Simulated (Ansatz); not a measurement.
Density of states of ZnSe (F-43m) below the valence band maximum, r2SCAN with spin-orbit coupling, rigid bands in Ansatz (an electronic-structure program); cell volume 45.5 Å³.

```tsv
energy from edge (eV)	10⁻³ states/eV/cell
0.006	25.2
0.031	57.5
0.056	81.6
0.081	105
0.106	128
0.131	152
0.156	178
0.181	204
0.206	232
0.231	261
0.256	291
0.281	321
0.319	369
0.344	400
0.369	431
0.394	467
0.419	499
0.444	530
0.469	559
0.494	589
0.519	619
0.544	648
0.569	678
0.594	709
```

Q: What effective density of states at 300 K does this give (∫ g(E) exp(−E/k_BT) dE, both spins, divided by the cell's size)?

A: 2.8e19 cm⁻³, a density-of-states mass of 1.07 mₑ, valleys and band degeneracy included.

Geometry: cell and atoms relaxed with r2SCAN.
